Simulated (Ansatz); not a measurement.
Model glasses of amorphous SiO2, 73 to 77 atoms (Si24O48 before any change). Each row is one cell at a composition chosen by hand, melted whole on the CHGNet potential with the anions pushed apart under 1.9 Å, quenched within some picoseconds, far faster than a real film, and relaxed with PBE, scalar-relativistic without spin-orbit coupling (plane waves to 420 eV, PAW; Ansatz, a first-principles code). Each is the lower in DFT energy of 2 quenches. Cycles of charging and discharging were tried on the cells ahead of these points, and a cell that came back lower was taken. The column on the box says what of it was relaxed with the atoms; held means as the quench left it. Cells that kept moments or hold spare charge are left out, and those that charging annealed.

From the neutral cell one electron is taken away, or one added, and the atoms relax (PBE, the zone centre alone, moment held at 1 μB, uniform background; no image-charge correction, which leaves W too low where the charge is localised). W = E(+1) + E(−1) − 2 E(0) is the cost of moving an electron from one such cell to another; the spacing parts the highest filled and lowest empty level of the neutral cell, which ran without spin polarisation.

Formal charges balance in every cell (each cation at its usual highest valence, Cu and Ag at +1, Sb at +3, H at +1, O at −2, N at −3, F and Cl at −1). R− and R+ are the energies that the atoms' relaxation gave back after the electron was added or removed.

| cell | change | box | spacing (eV) | R− (eV) | R+ (eV) | spacing − R− − R+ (eV) | W (eV) |
|---|---|---|---|---|---|---|---|
| Si24O51La2 | +2 La, +3 O | volume and shape | 2.18 | 1.22 | 0.58 | 0.38 | 1.90 |
| Si24O51Mo | +1 Mo, +3 O | volume | 1.66 | 0.86 | 0.33 | 0.47 | 2.01 |
| Si24O51Sb2 | +3 O, +2 Sb | held | 3.56 | 1.00 | 0.55 | 2.01 | 2.71 |
| Si24O49Ca | +1 Ca, +1 O | held | 3.63 | 0.02 | 0.88 | 2.73 | 3.52 |
| Si24O51Ga2 | +2 Ga, +3 O | held | 4.26 | 0.58 | 0.05 | 3.63 | 3.93 |
| Si24O51Sc2 | +3 O, +2 Sc | shape | 4.38 | 0.14 | 0.24 | 4.00 | 4.52 |
| Si24O51Y2 | +3 O, +2 Y | held | 4.56 | 0.29 | 0.07 | 4.20 | 4.36 |
| Si24O50Hf | +1 Hf, +2 O | volume | 5.03 | 0.49 | 0.06 | 4.48 | withheld |
| Si24O47F2 | +2 F, −1 O | held | 5.19 | 0.03 | 0.08 | 5.08 | 5.21 |

Problem. Fit a straight line of the last column on the one before it through the 8 full rows, and predict the withheld value for Si24O50Hf.

Solution. Means: x = 2.812, y = 3.520. Slope = Σ(Δx Δy) / Σ(Δx²) = 14.6481 / 21.2004 = 0.691; intercept = 3.520 − (0.691) × 2.812 = 1.577 eV; r.m.s. residual 0.146 eV. Prediction: 1.577 + (0.691) × 4.48 = 4.67 eV. The run gave 4.54 eV, a miss of 0.13 eV, within the residual.

Problem. What would a slope of 1 with no intercept mean?

Solution. That adding and removing an electron at fixed atoms costs just the level spacing, as it does for levels spread over a large cell, so that W follows by bookkeeping. The fit has 0.691 and 1.577 eV; a departure holds the carrier's repulsion on its site, which raises W, and the uncorrected background, which lowers it.

In Si24O51La2 the spacing lies under 0.8 of the table's widest and a localised level on an atom of the host, not next to a guest, bounds it: there a defect of the quenched network is a likely cause.
